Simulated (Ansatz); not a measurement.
# SnO: response to strain

Base system: SnO (space group P4/nmm, No. 129; a = 3.7675 Å, c = 4.5572 Å; layered, stacked along the Cartesian z axis; relaxed with 0.1 eV smearing).

Strains are applied to the cell and any free atomic positions relax.

Method: plane-wave PAW DFT at the PBEsol-D3(BJ) level (Ansatz, a first-principles code, 420 eV), no spin-orbit coupling, earlier PAW set.

Notes on the quantities. energy relative to the base: free energy F.

```tsv
isotropic strain (%)	energy relative to the base (meV/atom)
-4.29	58.5
-1.78	8.9
0	0.0
0.27	?
4.54	47.5
```

Problem. Fit ΔE = Aε² + Bε³ (ε in %) to the rows shown and predict the withheld row.

Solution. Least squares on the printed values gives A = 2.75 and B = -0.099 meV/atom (largest residual 0.4 meV/atom); this predicts 0.2 meV/atom, and the run gives 0.2 meV/atom, in agreement.

Stability against distortions was not tested. The final runs are not spin-polarised.
